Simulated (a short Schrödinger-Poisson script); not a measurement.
Solved with a short Schrödinger-Poisson script written for these runs: 1D Poisson equation in equilibrium, electrons quantum, Hartree (BenDaniel-Duke, 12 states a valley, the channel's in-plane mass for all, wave functions ending at the dielectric), parabolic valleys, classical holes, full ionisation, no traps, pinning or gate leakage.

Structure: MOS inversion layer, SiO2 on p-type Ge(111), at 300 K.

From the gate side: 3.5 nm SiO2; 390 nm Ge, acceptors 1.1e18 cm⁻³.

Constants are typed, rounded textbook-type inputs, not results; the design itself was drawn at random and stands for no fabricated device. SiO2: permittivity 3.9, conduction-band edge (eV) 3.1, gap (eV) 9, electron mass (mₑ) 0.5. Ge: permittivity 16, conduction-band edge (eV) 0, gap (eV) 0.664, Nv at 300 K (cm⁻³) 6e18.

Channel valleys (confinement mass, in-plane density-of-states mass, number): L1 1.59, 0.08, 1; L3 0.09, 0.34, 3. At the gate the conduction-band edge of layer 1 lies 3.21 eV − eVg above the Fermi level of the channel; the field vanishes at the back. Gaps are held at their typed values at every temperature. Mesh 0.03 nm at interfaces.

**Question.** Give the lowest subband against the Fermi level at Vg = 2.85 V (meV); the sheet density of all electrons at Vg = 1.05 V (cm⁻²); the capacitance at Vg = 2.85 V (μF/cm²).

**Answer.** lowest subband against the Fermi level at Vg = 2.85 V (meV): -166; sheet density of all electrons at Vg = 1.05 V (cm⁻²): 1.41e12; capacitance at Vg = 2.85 V (μF/cm²): 0.879. Only the L valleys are kept; under strong confinement the Δ valleys of Ge fill too.
